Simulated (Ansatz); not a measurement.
Density of states of Ni$_{2}$Ge (P6_3/mmc) near the Fermi level, PBEsol, rigid bands (Ansatz, a first-principles code).

```
E − E_F (eV) | states/eV/cell
    -1.95 | ############## 12.1
    -1.85 | ############## 11.5
    -1.75 | ############ 10.1
    -1.65 | ######### 7.71
    -1.55 | ############ 10.1
    -1.45 | ################### 16.0
    -1.35 | ######################### 21.0
    -1.25 | ############################## 25.1
    -1.15 | ##################### 17.4
    -1.05 | ############ 10.1
    -0.95 | ####### 6.24
    -0.85 | ######## 7.07
    -0.75 | ####### 5.78
    -0.65 | ####### 5.98
    -0.55 | ######## 6.47
    -0.45 | ### 2.87
    -0.35 | ### 2.78
    -0.25 | #### 3.57
    -0.15 | ##### 4.47
    -0.05 | ##### 4.27
     0.05 | #### 3.46
     0.15 | #### 2.96
     0.25 | ### 2.46
     0.35 | ### 2.19
     0.45 | ## 2.01
     0.55 | ## 1.88
     0.65 | ## 1.78
     0.75 | ## 1.87
     0.85 | ## 2.00
     0.95 | ### 2.23
     1.05 | ### 2.53
     1.15 | ### 2.52
     1.25 | ### 2.24
     1.35 | ## 2.01
     1.45 | ## 1.85
     1.55 | ## 1.75
     1.65 | ## 1.72
     1.75 | ## 1.79
     1.85 | ## 1.91
     1.95 | ### 2.13
```

Problem. With 6 atoms a cell, what bare Sommerfeld coefficient γ = (π²/3) k_B² N(E_F) follows?

Solution. N(E_F) ≈ 3.9 states/eV a cell at 300 K, so γ ≈ 1.52 mJ/(mol of atoms·K²), before electron-phonon enhancement.

Problem. How far does the Fermi level move in a rigid band for 0.1 electron a cell added or removed?

Solution. 27 meV and -25 meV.

A metal at this level (no band gap); rigid bands, thermally averaged at 300 K, both spins. Spin-orbit coupling is left out. Geometry: cell and atoms relaxed with PBEsol.

Computed structure, not matched to a measured one here, so possibly hypothetical: Ni2Ge (P6_3/mmc). Treated as nonmagnetic (a ferromagnetic start lost its moment, other orders weren't tried): Ni2Ge (P6_3/mmc).
